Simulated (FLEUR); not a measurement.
**Converging shifted k-point meshes: Al (Fm-3m, 1 atom in the cell)**

```yaml
crystal:
  lattice:
    - [0.00000, 2.03107, 2.03107]
    - [2.03107, 0.00000, 2.03107]
    - [2.03107, 2.03107, 0.00000]
  atoms:
    - { symbol: Al, position: [0.00000, 0.00000, 0.00000] }
```

Level of theory: PBEsol, all-electron FLAPW (FLEUR), scalar-relativistic valence.

Base settings: Kmax = 4 1/bohr; GmaxXC = 16 1/bohr; xcFunctional = PBEs; jspins = 1; l_soc = F; mode = hist; fermiSmearingEnergy = 0.00367493 Htr; mesh (inpgen div1-3) = 10 10 10; inpgen gamma flag = true; Gmax = 16 1/bohr.

In this ladder: kpt_gamma = false.

Only quantities that move along the ladder and can be compared are tabulated.

The starting cell has typed, rounded lattice constants, without a prior relaxation at this level. Its lattice was rescaled by up to half a per cent. Values depend on the basis (sphere radii, cutoffs, local orbitals), which need not be converged.

```csv
kpt_div,free energy less the last step's (meV/atom)
4 4 4,37.89
6 6 6,7.00
8 8 8,-3.20
10 10 10,-2.37
12 12 12,0.82
16 16 16,0.24
18 18 18,-0.47
20 20 20,-0.28
22 22 22,0.07
24 24 24,0.09
30 30 30,0.00
```

Coarsest kpt_div that holds the free energy within 1 meV/atom of the last step, with all finer ones: 12 12 12; the step before is off by 2.4 meV/atom.

Left out of this page: 1 run of the series failed or unconverged; 1 run of the series stopped by limits of time or memory.
